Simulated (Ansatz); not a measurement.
Ansatz (a quantum-chemistry and plane-wave program) run on LuTlSe2 (R3m, 4 atoms in the cell): self-consistent single point.

Level of theory: LDA (PW92), harder PAW files (source: ansatz) made with PBE (plane waves; Ansatz).

The change in words: lattice scaled by 0.98; basis.ecutwfc: 420 eV → 680 eV; hamiltonian.pseudopotentials: {kind: paw} (the program's default PAW files) → {kind: paw, source: ansatz}. Reference geometry:
```xyz
4
Lattice="2.0457 1.1811 7.7615 -2.0457 1.1811 7.7615 0.0000 -2.3621 7.7615" Properties=species:S:1:pos:R:3 pbc="T T T"
Lu     0.0000     0.0000     0.0500
Tl     0.0000     0.0000    11.6423
Se     0.0000     0.0000    17.0708
Se     0.0000     0.0000     6.2138
```

Reference input (self-consistent single point, DFT, LDA (PW92), plane waves, default PAW files made with PBE): basis.ecutwfc = 420 eV; kpoints.mp_grid.grid = 5 5 5; hamiltonian.xc = lda; hamiltonian.pseudopotentials = {kind: paw} (the program's default PAW files); scf.occupations.method = fixed. This run's input differs from it in these lines:

Ansatz 0.2 input:
```diff
@@ -2,12 +2,12 @@
   lattice:
-    - [2.045664, 1.181065, 7.761538]
-    - [-2.045664, 1.181065, 7.761538]
-    - [0.000000, -2.362129, 7.761538]
+    - [2.004751, 1.157444, 7.606307]
+    - [-2.004751, 1.157444, 7.606307]
+    - [0.000000, -2.314886, 7.606307]
   atoms:
-    - { symbol: Lu, position_ang: [0.000000, 0.000000, 0.049992] }
-    - { symbol: Tl, position_ang: [0.000000, 0.000001, 11.642307] }
-    - { symbol: Se, position_ang: [0.000000, 0.000001, 17.070812] }
-    - { symbol: Se, position_ang: [-0.000000, 0.000000, 6.213802] }
+    - { symbol: Lu, position_ang: [0.000000, 0.000000, 0.048992] }
+    - { symbol: Tl, position_ang: [0.000000, 0.000001, 11.409460] }
+    - { symbol: Se, position_ang: [-0.000000, 0.000001, 16.729395] }
+    - { symbol: Se, position_ang: [-0.000000, 0.000001, 6.089526] }
 basis:
-  ecutwfc: 420.0
+  ecutwfc: 680.0
 kpoints:
@@ -16,3 +16,3 @@
   xc: lda
-  pseudopotentials: { kind: paw }
+  pseudopotentials: { kind: paw, source: ansatz }
 scf:
```

Output (repeated stretches shortened):

```
SCF iter   1: F=—  HF=-39534.559827 eV  |F-HF|=—  |Δ(HF+E_count)|=         —  Δρ=8.49e-2  dr2=1.42e1  ethr=3.10e-3  ⟨swp⟩=5.0  Hψ=3461  notcnv=0  defer=52
all-band conjugate gradients solve this SCF's bands
   [... lines left out ...]
SCF iter   7: F=—  HF=-39530.560729 eV  |F-HF|=—  |Δ(HF+E_count)|=   2.78e-5  Δρ=2.29e-4  dr2=8.07e-5  ethr=8.62e-7  ⟨swp⟩=2.5  Hψ=1473  notcnv=0  defer=109
SCF iter   8: F=—  HF=-39530.560694 eV  |F-HF|=—  |Δ(HF+E_count)|=   3.49e-5  Δρ=1.01e-4  dr2=1.36e-5  ethr=1.03e-7  ⟨swp⟩=2.2  Hψ=1567  notcnv=0  defer=87
SCF iter   9: F=—  HF=-39530.560694 eV  |F-HF|=—  |Δ(HF+E_count)|=   8.91e-8  Δρ=1.79e-5  dr2=2.66e-7  ethr=1.74e-8  ⟨swp⟩=2.2  Hψ=1456  notcnv=0  defer=87
SCF iter  10: F=-39530.560694 eV  HF=-39530.560695 eV  |F-HF|=3.34e-8  |Δ(HF+E_count)|=   1.02e-7  Δρ=4.24e-6  dr2=2.87e-8  ethr=1.28e-10  ⟨swp⟩=15.4  Hψ=5641  notcnv=0
SCF 1 converged in 10 iterations: F = -39530.560694 eV  dr2 = 2.87e-8
Free energy (F): -39530.560694 eV
Internal energy: -39530.560694 eV  (E = F + TS)
E sigma→0 (E₀):  -39530.560694 eV
Fermi energy:    11.020412 eV
--- Forces (eV/Å), atoms counted from 1 ---
  atom   1  Lu     0.00000000    -0.00000002    -0.49610334
  atom   2  Tl     0.00000000     0.00000001     0.13435609
  atom   3  Se    -0.00000000     0.00000002     0.43136822
  atom   4  Se     0.00000000    -0.00000000    -0.06957767
--- Stress (GPa, compression-positive) ---
       -0.715787       0.000000       0.000000
        0.000000      -0.715787      -0.000000
        0.000000      -0.000000      -0.989209
  P = ⅓ Tr σ = -0.8069 GPa (-8.069 kbar)
  The stress holds the Pulay correction. Without it, at fixed plane waves, as pw.x and ABINIT print it: P = -0.8169 GPa
```

The run converged in 10 iterations. Against the reference run the pressure goes from -3.83 to -0.81 GPa, the largest force goes from 0.444 to 0.496 eV/Å and the gap on the mesh goes from 1.118 to 0.986 eV. The full log also holds: “WARN: iter 1: σ=0 fill of 39 bands saw a band overlap (occupied 11.4966 eV > unoccupied 11.2863 eV) — on an unconverged iterate often a transient of an (band_overlap_at_count)”.

The starting cell comes from a database of computed structures (which also holds hypothetical and non-ambient phases and stackings), without a prior relaxation at this level. Its lattice was rescaled by up to half a per cent. One atom was moved a little off its site on purpose. For this run, on top of that: lattice scaled by 0.98. Spin-orbit coupling is off. Ansatz's pressure includes its estimate of the finite-basis (Pulay) stress.
